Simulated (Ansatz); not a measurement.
The starting structures come from a database of crystals and need not be the phases stable at ambient conditions.

By PBEsol, the system below comes out a metal.

A figure of merit of an interconnect metal is its ballistic conductance per area.

Here is the system:

```
Mo2N
1.0
    2.88156     0.00000     0.00000
    1.44078     5.07079     0.00000
    1.44078     0.40937     2.53555
Mo N
2 1
Direct
  0.24289   0.27133   0.24289
  0.75711   0.72867   0.75711
  0.00000   0.00000   0.00000
```

Space group of this cell: C2/m. The cell is strained (lengths along the current scaled by 1.03, ions clamped); by PBEsol its mean pressure is -15.2 GPa.

The current flows along the normal of the first two printed cell vectors. No spin-orbit coupling; the value is a mean over 0.1 eV about the Fermi level.

Problem. Predict the ballistic conductance per area from Ansatz (a program for electronic structure) with PBEsol.

Solution. 0.82 × 10¹⁵ S/m² for both spins.
